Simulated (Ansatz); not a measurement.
# SnO in the litharge type structure (space group P4/nmm, No. 129; layered, stacked along the Cartesian z axis)

```
CELL_PARAMETERS angstrom
      3.83710     0.00000     0.00000
      0.00000     3.83710     0.00000
      0.00000     0.00000     4.75861
ATOMIC_POSITIONS crystal
  Sn 0.50000 0.00000 0.24344
  Sn 0.00000 0.50000 0.75656
  O  0.00000 0.00000 0.00000
  O  0.50000 0.50000 0.00000
```

Computed with plane-wave PAW DFT at the PBE-D3(BJ) level (Ansatz, a quantum-chemistry and plane-wave program, 420 eV), no spin-orbit coupling. k-mesh 12×12×10 (Γ-centred); smearing 0.05 eV (Fermi–Dirac).

| Property | Result |
|---|---|
| Volume per atom | 17.52 Å³ |
| Density | 6.39 g/cm³ |
| Band gap | zero |
| Total energy | -3296.077 eV/atom (σ→0; compares only within this code and set-up) |

Stability against distortions was not tested. The final runs are not spin-polarised. The zero or small gap of SnO can change with the level of theory.
